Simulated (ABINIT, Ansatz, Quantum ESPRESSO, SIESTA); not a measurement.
Code comparison for LaS (Fm-3m, 2 atoms in the cell)

Self-consistent single point.

```xyz
2
Lattice="0.0000 2.9416 2.9416 2.9416 0.0000 2.9416 2.9416 2.9416 0.0000" Properties=species:S:1:pos:R:3 pbc="T T T"
La     0.0000     0.0000     0.0000
S      2.9416     2.9416     2.9416
```

Shared settings, as Ansatz (a first-principles code) writes them: kpoints.mp_grid.grid = 8 8 8; scf.occupations.method = fermi_dirac; scf.occupations.width = 0.0073 Ry. Potentials and cutoffs stand in the table.

```csv
code,model,pressure (GPa),cutoff
SIESTA,"GGA PBEsol, numerical atomic orbitals DZP, PseudoDojo PBEsol standard norm-conserving potentials (rewritten from UPF to PSML)",-0.34,grid 400 Ry
Quantum ESPRESSO,"PBEsol, GBRV 1.5 ultrasoft (PBESOL) pseudopotentials",-3.17,40 Ry
ABINIT,"PBEsol, norm-conserving pseudopotentials (PseudoDojo nc-sr-04 PBEsol standard)",-3.28,1497 eV
Ansatz,"PBEsol, PAW files made with PBE",-3.19,default
```

The spread over the programs that give each value: pressure within 2.94 GPa.

SIESTA uses small atom-centred bases, whose incompleteness enters pressures, forces and empty levels differently from a plane-wave cutoff. Ansatz's pressure is given at a fixed set of plane waves, as the other plane-wave codes print theirs. In the pressure, SIESTA (by 2.84) lies more than 1 GPa from the median of the plane-wave programs.

On the base mesh (7 7 7) the same programs gave: Ansatz pressure -3.14 GPa; Quantum ESPRESSO pressure -3.14 GPa; ABINIT pressure -3.23 GPa; SIESTA pressure -0.34 GPa.

The starting cell comes from a database of computed structures (which also holds hypothetical and non-ambient phases and stackings), without a prior relaxation at this level.

Left out of this page: CP2K (on another mesh); Elk and FLEUR (not drawn, or without a comparable value).

Keys are those of Ansatz 0.2.
